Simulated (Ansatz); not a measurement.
ZnIn₂O₄ (model structure, started from the defect chalcopyrite type, I-4, No. 82, 7 atoms in the cell)

The numbers are results of PBE0 (Ansatz, a program for electronic structure, plane waves, PAW), not measurements.

Settings: plane-wave cutoff 460 eV, 6×6×6 k mesh, Fermi–Dirac smearing 0.01 eV, scalar-relativistic PAW data made under PBE.

Cell (relaxed with PBEsol):

```cif
data_In4O8Zn2
_chemical_formula_sum 'In4 Zn2 O8'
_space_group_name_H-M_alt 'I-4'
_space_group_IT_number 82
_space_group_name_Hall 'I -4'
_cell_length_a 4.69496
_cell_length_b 4.69496
_cell_length_c 10.02742
_cell_angle_alpha 90.000
_cell_angle_beta 90.000
_cell_angle_gamma 90.000
loop_
_atom_site_label
_atom_site_type_symbol
_atom_site_symmetry_multiplicity
_atom_site_Wyckoff_symbol
_atom_site_fract_x
_atom_site_fract_y
_atom_site_fract_z
_atom_site_occupancy
In1 In 2 b 0.00000 0.00000 0.50000 1
In2 In 2 d 0.50000 0.00000 0.25000 1
Zn1 Zn 2 a 0.00000 0.00000 0.00000 1
O1 O 8 g 0.27802 0.24030 0.38700 1
```
(The calculation used a cell of 7 atoms; values per cell refer to that cell.)

- band gap = 3.05 eV (on the SCF k mesh)

Note: the relaxation could raise the start's symmetry but not lower it, so the cell can be a saddle point; cell and atoms aren't relaxed at this level (largest force component 0.32 eV/Å, pressure -0.2 GPa).

Spin–orbit coupling is not included.

The computed numbers hold no vibrational or temperature effects.

A model structure was made by putting elements into a prototype or built by hand; it is no filed structure, need not be a known phase, and can be a saddle point held by its symmetry.
